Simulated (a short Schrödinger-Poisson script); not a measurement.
## MOS inversion layer, SiO2 on p-type GaAs

Structure: MOS inversion layer, SiO2 on p-type GaAs, at 300 K.

```csv
layer,material,thickness (nm),Na (cm⁻³)
1,SiO2,1.3,-
2,GaAs,1700,8.7e16
```

The device is made up for the run: typed textbook-type constants, with dimensions and the other settings drawn at random. SiO2: permittivity 3.9, conduction-band edge (eV) 3.17, gap (eV) 9, electron mass (mₑ) 0.5. GaAs: permittivity 12.9, conduction-band edge (eV) 0, gap (eV) 1.424, Nv at 300 K (cm⁻³) 9e18.

Channel valleys (confinement mass, in-plane density-of-states mass, number): Γ 0.067, 0.067, 1. At the gate the conduction-band edge of layer 1 lies 3.79 eV − eVg above the Fermi level of the channel; the field vanishes at the back. Gaps are held at their typed values at every temperature. Mesh 0.03 nm at interfaces.

From a short Schrödinger-Poisson script (our own, NumPy): 1D Poisson equation in equilibrium, electrons quantum, Hartree (BenDaniel-Duke, 12 states a valley, the channel's in-plane mass for all, wave functions ending at the dielectric), parabolic valleys, classical holes, full ionisation, no traps, pinning or gate leakage.

| Vg (V) | electrons (cm⁻²) | C (μF/cm²) | Γ E0 (meV) | Γ E1 (meV) |
|---|---|---|---|---|
| 0.5 | 4.18e6 | 0.0829 | 312.7 | 401.8 |
| 0.6 | 1.54e8 | 0.0803 | 219.4 | 311.3 |
| 0.7 | 5.59e9 | 0.107 | 126.3 | 221.0 |
| 0.8 | 1.22e11 | 0.501 | 44.6 | 142.5 |
| 0.9 | 5.70e11 | 0.934 | -3.6 | 99.4 |
| 1 | 1.20e12 | 1.09 | -35.4 | 73.6 |
| 1.1 | 1.90e12 | 1.16 | -62.3 | 53.3 |
| 1.2 | 2.63e12 | 1.21 | -87.1 | 35.6 |
| 1.3 | 3.40e12 | 1.25 | -110.7 | 19.8 |
| 1.4 | 4.18e12 | 1.28 | -133.4 | 5.6 |

Gate voltages with under 1e6 electrons/cm² are left out.

Subbands count from the Fermi level.

Above a few 1e12 electrons/cm² a light Γ valley is non-parabolic and upper valleys begin to fill, which the model leaves out.
